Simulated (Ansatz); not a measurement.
Where the default PAW files enter, the runs use the earlier of Ansatz's two default sets.

Evanescent states of MoS$_{2}$ (P6_3/mmc, 6 atoms a cell, 17.3 Å³ an atom, 3 GPa at this level) along the normal of (111)

Computed with r2SCAN (plane waves, PAW; Ansatz, a program for electronic structure).

The gap is the functional's own. No spin-orbit coupling. Mid-gap values are interpolated on the energy grid.

Energies count from the valence-band top; κ is the least over a 6×4 mesh across the current.

| E (eV) | κ (1/Å) | where |
|---|---|---|
| 0.03 | 0.069 | Γ |
| 0.09 | 0.120 | Γ |
| 0.15 | 0.154 | Γ |
| 0.21 | 0.183 | Γ |
| 0.27 | 0.208 | Γ |
| 0.33 | 0.220 | off Γ |
| 0.39 | 0.218 | off Γ |
| 0.45 | 0.214 | off Γ |
| 0.51 | 0.210 | off Γ |
| 0.57 | 0.195 | off Γ |
| 0.63 | 0.177 | off Γ |
| 0.69 | 0.157 | off Γ |
| 0.75 | 0.132 | off Γ |
| 0.81 | 0.100 | off Γ |
| 0.87 | 0.045 | off Γ |

Question: How thick must the barrier be to attenuate the transmission by 10^8 when the electrodes' Fermi level lies at 0.57 eV, and what attenuation does that film give at 0.75 eV?

Answer: d = 8 ln 10 / (2 × 0.195) = 47.2 Å. At 0.75 eV it gives 8 × 0.132/0.195 = 5.4 decades.
